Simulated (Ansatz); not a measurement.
Functionals compared on H on the 1x1 (0001) surface of hcp Os, one in a 2x2 cell, started at the site 'bridge Os-Os (span 2.8 Å)', in Ansatz (plane waves, PAW). The structure was relaxed with PBE; the other rows are single points on it, each with its references at the same level. Cutoff 420 eV (500 eV for r2SCAN).

Model: 17-atom slab, 6.4 Å thick at the start under the adsorbate (thin: gaps and levels are the slab's own), 6x6x1 mesh, Fermi-Dirac 0.1 eV, dipole correction, 8 atoms held, the rest relaxed; start symmetry kept, larger cells not searched; no spin, no spin-orbit, no U, no dispersion correction. At the end it is bonded to 3 Os. In PBE it is, or lies within 0.03 eV of, the lowest of the starts that converged. These notes are the PBE run's. Adsorption energies are against ½ H2(g). A negative adsorption energy means that the adsorbate is more stable on the surface than in its reference.

```tsv
functional	adsorption energy (eV)	work function of the top face (eV)	change of the work function (eV)	rough cost of the single point
PBE	-0.53	5.17	-0.14	–
RPBE	…	…	…	around 80 core-seconds (rough)
r2SCAN	-0.59	5.22	-0.14	around 2.7 core-minutes (rough)
```

### Question
Fill in the missing entries.

### Answer

- RPBE, adsorption energy (eV): -0.37
- RPBE, work function of the top face (eV): 5.03
- RPBE, change of the work function (eV): -0.14

Ansatz is an electronic-structure program.
